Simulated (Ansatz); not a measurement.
**PBE against PBEsol: HfO2**

Take HfO2 (space group P4_2/nmc, No. 137; a = 3.605 Å, c = 5.265 Å) as the base.

(Cell as relaxed with PBE.)

Levels (all Ansatz, an electronic-structure program, PAW, earlier PAW set): PBE (420 eV, no SOC); PBEsol (420 eV, spin-orbit coupling left out).

Each level relaxes its own structure.

| quantity | PBE | PBEsol |
|---|---|---|
| volume per atom | 11.40 Å³ | ___ |
| lattice parameter a | 3.605 Å | ___ |
| lattice parameter c | 5.265 Å | ___ |
| band gap | 4.67 eV | ___ |
| gap character | indirect, Z → Γ | ___ |
| electron mass | 1.0 mₑ along c, 0.88 mₑ across | ___ |

Problem. What does PBEsol give?

Solution. 
- volume per atom, PBEsol: 10.96 Å³
- lattice parameter a, PBEsol: 3.568 Å
- lattice parameter c, PBEsol: 5.167 Å
- band gap, PBEsol: 4.57 eV
- gap character, PBEsol: indirect, A → Γ
- electron mass, PBEsol: 0.94 mₑ along c, 0.79 mₑ across

PBE's volume per atom lies 0.44 Å³ above PBEsol's (4.0 %); PBE's lattice parameter a lies 0.037 Å above PBEsol's (1.0 %); PBE's lattice parameter c lies 0.098 Å above PBEsol's (1.9 %); PBE's band gap lies 0.10 eV above PBEsol's; they disagree on the gap character. Neither level is exact; PBEsol is the comparison here, not a measurement.

With Hf present, leaving out spin-orbit coupling can change the band edges. Effective masses come from finite differences of ±0.01 Å⁻¹. Stability against distortions was not tested. This is not the structure that HfO2 has at room temperature and ambient pressure.
